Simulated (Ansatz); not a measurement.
Problem. Name crystals whose electron conductivity mass lies between 0.52 and 0.81 mₑ and whose Seebeck coefficient, p-type 1e19 cm⁻³ lies between 370 and 570 μV/K, by Ansatz (a program for electronic structure) with PBEsol with spin-orbit coupling, rigid bands.

Solution. Many crystals can fit; among those computed here:
- SrHfO3 (Pm-3m): 0.53 mₑ, 537 μV/K
- SrTiO3 (Pm-3m): 0.65 mₑ, 514 μV/K

Masses are for dilute carriers at 300 K, harmonic means over directions unless an axis is named. Seebeck coefficients are for the stated density at 300 K, with one relaxation time for all states and whether or not that doping can be reached.

Formula and space group known from diffraction (Crystallography Open Database), not checked to be the room-temperature form: SrHfO3 (Pm-3m).
